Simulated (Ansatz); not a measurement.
For Si3N4 (model structure, started from the spinel Si type, Fd-3m, No. 227, 14 atoms in the cell), PBE (Ansatz, an electronic-structure program, plane waves, PAW) gives:

| Item | Result |
|---|---|
| equilibrium lattice constant a | 7.789 Å |
| cohesive energy | 5.89 eV/atom |
| band gap | 3.34 eV |

Task: What does r²SCAN+rVV10 (Ansatz, PAW) give for the same quantities?

Result: 
- lattice constant a: 7.723 Å (shrinks by 0.8 %)
- cohesive energy: 6.01 eV/atom (goes up by 0.12 eV/atom)
- band gap: 4.00 eV (increases by 0.66 eV)

Changes are worked out from the printed values.

Unless a cell is named, each level is at its own relaxed cell (PBE 8.44, r²SCAN+rVV10 8.22 Å³/atom).

Density-functional gaps are differences of (generalised) Kohn–Sham levels.

Ansatz's density-functional and Hartree–Fock values are scalar-relativistic unless marked +SOC, with PAW data made under PBE.

A model structure was made by putting elements into a prototype or built by hand; it is no filed structure, need not be a known phase, and can be a saddle point held by its symmetry.
